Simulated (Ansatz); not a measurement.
Competing hops of Ce vacancy in ceria, charge state -4

Defect: Ce vacancy in ceria, charge state -4. Method: PBE, PAW (plane waves to 420 eV; Ansatz, a program for electronic structure).

96-site cell at the relaxed PBE lattice, one k-point at (0.250, 0.250, 0.250), smearing 0.01 eV, spin-restricted, no finite-size correction. No zero-point or tunnelling terms. Spin-orbit coupling is left out. The charge state is imposed; whether it is stable for some Fermi level was not computed. Forms of the defect that were not tried may lie lower.

Barriers: single points on a 2×2×2 k-point mesh shifted by half a step at the bands' geometries.

```
Route                                       Start site over the lowest site run (eV)  Hop (Å)  Forward barrier (eV)  Backward barrier (eV)                  Neighbours at the start                                   Neighbours at the saddle  Saddle order  Forward, on the band's own sampling (eV)
------------------------------------------  ----------------------------------------  -------  --------------------  ---------------------  ---------------------------------------  ---------------------------------------------------------  ------------  ----------------------------------------
a nearby Ce atom hops onto the vacant site                                      0.00     3.74                  4.07                   4.07  2 O at 2.26, 4 O at 2.38, 2 O at 2.43 Å  2 O at 1.99, O at 2.36, O at 2.44, O at 2.47, O at 2.56 Å   first order                                      4.07
```

Paths come from nudged elastic bands with a climbing image.  

The whole set of runs took about 18 core-hours (a rough figure).
